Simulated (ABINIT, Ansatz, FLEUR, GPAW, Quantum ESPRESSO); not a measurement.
Code comparison for BaB6 (Pm-3m, 7 atoms in the cell)

Self-consistent single point, at a second geometry (lattice scaled by 0.98). First geometry:

```xyz
7
Lattice="4.2307 0.0000 0.0000 0.0000 4.2307 0.0000 0.0000 0.0000 4.2307" Properties=species:S:1:pos:R:3 pbc="T T T"
Ba     0.0000     0.0000     0.0000
B      0.8701     2.1153     2.1153
B      3.3606     2.1153     2.1153
B      2.1153     0.8701     2.1153
B      2.1153     3.3606     2.1153
B      2.1153     2.1153     0.8701
B      2.1153     2.1153     3.3606
```

Shared settings, as Ansatz (a quantum-chemistry and plane-wave program) writes them: kpoints.mp_grid.grid = 10 10 10; scf.occupations.method = gaussian; scf.occupations.width = 0.1 eV. Potentials and cutoffs stand in the table.

```
code                                                                                         model  ΔF from the first geometry (meV/atom)  pressure (GPa)  largest force (eV/Å)         cutoff
----------------  --------------------------------------------------------------------------------  -------------------------------------  --------------  --------------------  -------------
Ansatz                                                         LDA (PW92), PAW files made with PBE                                   10.6            8.05                 0.437        default
Quantum ESPRESSO                               LDA (PZ), GBRV 1.5 ultrasoft (LDA) pseudopotentials                                   15.5            9.51                 0.468          40 Ry
FLEUR             LDA (Vosko-Wilk-Nusair), all-electron FLAPW (FLEUR), scalar-relativistic valence                                      –               –                 0.457  Kmax 4 1/bohr
GPAW                                 LDA (Perdew-Wang 92), GPAW PAW datasets LDA (gpaw-data 1.0.1)                                   13.8               –                 0.426         900 eV
ABINIT             LDA (PW92), norm-conserving pseudopotentials (PseudoDojo nc-sr-04 LDA standard)                                   10.7            8.10                 0.457        1034 eV
```

A dash marks a value that a program does not give, or that is left out as unsure.

The spread over the programs that give each value: ΔF from the first geometry within 4.9 meV/atom; pressure within 1.46 GPa; largest force within 0.042 eV/Å.

FLEUR treats all electrons, but the usual bases taken here (sphere radii, linearisation, local orbitals, empty states) were not tested for convergence, so the values are no reference for the others. Ansatz's pressure is given at a fixed set of plane waves, as the other plane-wave codes print theirs; with its correction for the finite basis it is 8.24 GPa. The pressure of GPAW is left out: its cutoff lies under the one at which its stress was checked. The same LDA comes in different parametrisations, which differ slightly. In the pressure, Quantum ESPRESSO (by 1.41) lies more than 1 GPa from the median of the plane-wave programs.

The starting cell comes from a database of computed structures (which also holds hypothetical and non-ambient phases and stackings), without a prior relaxation at this level. Its lattice was rescaled by a random factor within 2.5 % of one. For this run, on top of that: lattice scaled by 0.98.

Keys are those of Ansatz 0.2.
